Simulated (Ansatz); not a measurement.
Here is the system:

```xyz
5
Lattice="4.5110 0.0000 0.0000 0.0000 4.5110 0.0000 0.0000 0.0000 4.4567" Properties=species:S:1:pos:R:3 pbc="T T T"
Rb     0.0000     0.0000     0.0000
Ca     2.2555     2.2555     2.2284
H      2.2555     0.0000     2.2284
H      0.0000     2.2555     2.2284
H      2.2555     2.2555     0.0000
```

No spin polarisation.

A single point on RbCaH3 with a change (biaxial strain +0.88 %, plane normal [001], relaxed out of plane), its geometry relaxed with PBEsol.

The values are results of DFT with r2SCAN, PAW potentials and a 500 eV plane-wave cutoff in Ansatz (a program for electronic structure), no spin-orbit coupling, not measurements. k-mesh 8×8×8 (Γ-centred); smearing 0.05 eV (Fermi–Dirac).

Problem. Predict the band gap and gap character.

Solution. 
- Band gap: 3.75 eV
- Gap character: direct at R

Single points use the geometry relaxed with PBEsol. Whether these cells are dynamically stable was not tested. The cell was made from RbCaH₃ in the cubic perovskite structure (space group Pm-3m, No. 221) by this change: biaxial strain +0.88 %, plane normal [001], relaxed out of plane. Many cubic perovskites are stable only at high temperature; tilts and polar distortions were not tested.
